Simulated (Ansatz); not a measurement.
## BaS under a change: isotropic strain +2.50 %

The parent structure is BaS in the rock salt structure (space group Fm-3m, No. 225; a = 6.429 Å).

Now apply this change: the cell is scaled by 1.0250 in all directions; the atoms relax in the strained cell.

Method: PBE (Ansatz, a quantum-chemistry and plane-wave program, PAW, no spin-orbit coupling). k-mesh 9×9×9 (Γ-centred); smearing 0.05 eV (Fermi–Dirac).

The volume per atom increases by 2.554 Å³, from 33.21 Å³ to 35.77 Å³ and the space group stays Fm-3m (No. 225). The shortest interatomic distance increases by 0.0804 Å to 3.295 Å and the energy increases by 22 meV/atom. The band gap grows by 0.09 eV (2.23 eV → 2.32 eV) and the gap character stays indirect, Γ → X. The smallest direct gap rises by 0.12 eV to 2.47 eV and the mean gap deformation potential ΔEg/Δln V is +1.2 eV. The width of the top valence band shrinks by 0.12 eV to 0.86 eV and the electron mass becomes 1.3 mₑ along k, 0.36 mₑ across (at X) (base: 1.3 mₑ along k, 0.34 mₑ across (at X)). The hole mass (degenerate bands, along [100]) becomes 0.24, 2.7, 2.7 mₑ (at Γ) (base: 0.23, 2.7, 2.7 mₑ (at Γ)) and the valley order (the lowest conduction-band minima on the path, energy above the VBM, named in the base's zone) changes from X along ⟨100⟩ 2.23 eV; Γ 3.59 eV to X along ⟨100⟩ 2.32 eV; Γ 3.24 eV.

Effective masses come from finite differences of ±0.01 Å⁻¹. Along k means along the line from Γ to the band edge. Stability against distortions was not tested.
